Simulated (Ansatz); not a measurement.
# TaGeO3 (model structure, started from the PbTiO3 type, P4mm, No. 99, 5 atoms in the cell): properties by level of theory

```csv
level (code),lattice constant a (Å),lattice parameter c (Å),bulk modulus (GPa),cohesive energy (eV/atom)
LDA (Ansatz),[?],[?],188,7.25
PBEsol (Ansatz),[?],3.934,177,[?]
r²SCAN (Ansatz),4.075,3.937,179,[?]
```

Q: What belongs in the gaps?

A: 
- LDA (Ansatz, a first-principles code), lattice constant a (Å): 4.023
- LDA (Ansatz), lattice parameter c (Å): 3.911
- PBEsol (Ansatz), lattice constant a (Å): 4.057
- PBEsol (Ansatz), cohesive energy (eV/atom): 6.55
- r²SCAN (Ansatz), cohesive energy (eV/atom): 6.00

Caveats: the bulk modulus is −V dP/dV from two relaxed cells at ±2 % in volume (LDA, PBEsol, r²SCAN). Ansatz's density-functional and Hartree–Fock values are scalar-relativistic unless marked +SOC, with PAW data made under PBE.

Free atoms are spin-polarised, in the lowest state found; at levels without +SOC their spin–orbit coupling is left out.

A model structure was made by putting elements into a prototype or built by hand; it is no filed structure, need not be a known phase, and can be a saddle point held by its symmetry.
